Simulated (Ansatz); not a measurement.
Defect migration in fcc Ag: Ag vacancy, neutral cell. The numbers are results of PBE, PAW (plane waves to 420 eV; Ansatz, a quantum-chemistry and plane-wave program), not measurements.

Cell of 32 host sites held at the relaxed PBE lattice; a 3×3×3 k-point mesh shifted by half a step; Fermi-Dirac width 0.10 eV, spin-restricted; finite-size errors left in. Energies are static. Forms of the defect that were not tried may lie lower.

Barriers: single points on a 4×4×4 k-point mesh shifted by half a step at the bands' geometries.

Relaxed starting cell (atoms counted from 1):

```
Ag
1.0
    8.29686     0.00000     0.00000
    0.00000     8.29686     0.00000
    0.00000     0.00000     8.29686
Ag
31
Direct
  0.99948   0.99998   0.50171
  0.99972   0.50002   0.00165
  0.99960   0.49993   0.50169
  0.49951   0.00001   0.00175
  0.49976   0.99995   0.50167
  0.49947   0.49999   0.00167
  0.49965   0.49996   0.50168
  0.99952   0.24714   0.24890
  0.99961   0.24710   0.75434
  0.99959   0.75275   0.24902
  0.99968   0.75292   0.75436
  0.49964   0.24951   0.25116
  0.49952   0.24952   0.75224
  0.49961   0.75044   0.25115
  0.49967   0.75041   0.75227
  0.24677   0.99991   0.24901
  0.24684   0.99978   0.75424
  0.24918   0.49990   0.25116
  0.24917   0.50001   0.75213
  0.75241   0.00011   0.24874
  0.75235   0.00003   0.75465
  0.75007   0.49991   0.25121
  0.75009   0.50008   0.75213
  0.24671   0.24693   0.00162
  0.24923   0.24950   0.50159
  0.24666   0.75305   0.00171
  0.24925   0.75034   0.50167
  0.75254   0.24730   0.00172
  0.74994   0.24948   0.50178
  0.75247   0.75271   0.00174
  0.74999   0.75049   0.50159
```

End state 1 differs by these moves (Å; atoms that move under 0.08 Å are left out):

```csv
atom,element,Δx,Δy,Δz
10,Ag,0.00,2.02,-2.02
```

**Question.** Estimate the forward and backward barriers to end state 1 that PBE, PAW returns for this input.

**Answer.** forward 0.60 eV, backward 0.60 eV; at the saddle point atom 10 has neighbours 4 Ag at 2.71, 4 Ag at 3.19 Å. The saddle point's order was not checked, and it lies on a symmetry element of the cell, where a band can be held.
